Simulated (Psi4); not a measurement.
Psi4 1.11, PBE0/def2-svpd: W(F)5(Cl) ([F][W]([F])([F])([F])([F])[Cl]), 7 atoms. The geometry is a generated start, not checked to be a minimum at this level.

```yaml
task: energy
method: pbe0
basis: def2-svpd
memory: 3 GB
maxiter: 100
keys_of_the_molecule_block: symmetry c1
scf_type: df (default)
e_convergence: 1e-06 (default)
d_convergence: 1e-06 (default)
dft_radial_points: 75 (default)
dft_spherical_points: 302 (default)
effective_core_potentials: those of the basis set, past Kr
basis_functions: 177
grid_points: 151948
```

```xyz
7

W     -0.0165     0.0134    -0.0266
F      1.1487    -0.6819    -1.2553
F     -1.2262     0.7472     1.1357
F     -0.9472     0.7906    -1.4205
F     -1.0803    -1.4675    -0.1940
F      0.9999     1.5330     0.0766
Cl     1.1216    -0.9348     1.6841
```

Charge 0 and multiplicity 1 are set for this test and not shown to be the ground state.

With the defaults (diis = true, scf_initial_accelerator = adiis, damping_percentage = 0, diis_max_vecs = 10, guess = auto, which took SAD, level_shift = 0, level_shift_cutoff = 0.01, soscf = false, soscf_start_convergence = 0.01, diis_start = 1) it converges in 11 SCF iterations. One run each on 2 threads, with these changes:
- diis_max_vecs = 6
- diis = false, scf_initial_accelerator = none, damping_percentage = 60
- damping_percentage = 20
- soscf = true, soscf_start_convergence = 0.001
- level_shift = 0.5, level_shift_cutoff = 0.001
- guess = modhuckel
- guess = sap
- diis_start = 4
- diis_max_vecs = 3

Task: Which of these changes keep the SCF from converging, or lead it to another solution?

Result: No convergence: diis = false, scf_initial_accelerator = none, damping_percentage = 60 (the run ends without SCF convergence in 100 iterations). The rest reach the solution of the defaults.

```json
[
 {"setting": "soscf = true, soscf_start_convergence = 0.001", "SCF iterations": "8", "JK calls": "19", "end": "same solution"},
 {"setting": "level_shift = 0.5, level_shift_cutoff = 0.001", "SCF iterations": "10", "JK calls": "11", "end": "same solution"},
 {"setting": "the defaults", "SCF iterations": "11", "JK calls": "12", "end": "same solution"},
 {"setting": "diis_max_vecs = 6", "SCF iterations": "11", "JK calls": "12", "end": "same solution"},
 {"setting": "guess = modhuckel", "SCF iterations": "13", "JK calls": "41", "end": "same solution"},
 {"setting": "guess = sap", "SCF iterations": "13", "JK calls": "13", "end": "same solution"},
 {"setting": "diis_start = 4", "SCF iterations": "17", "JK calls": "18", "end": "same solution"},
 {"setting": "diis_max_vecs = 3", "SCF iterations": "20", "JK calls": "21", "end": "same solution"},
 {"setting": "damping_percentage = 20", "SCF iterations": "21", "JK calls": "22", "end": "same solution"},
 {"setting": "diis = false, scf_initial_accelerator = none, damping_percentage = 60", "SCF iterations": "100", "JK calls": "101", "end": "no convergence"}
]
```

An SOSCF iteration holds several JK calls; a Hückel guess adds calls on atoms. 1 further run of the study ended by our limits or in an error and is left out.
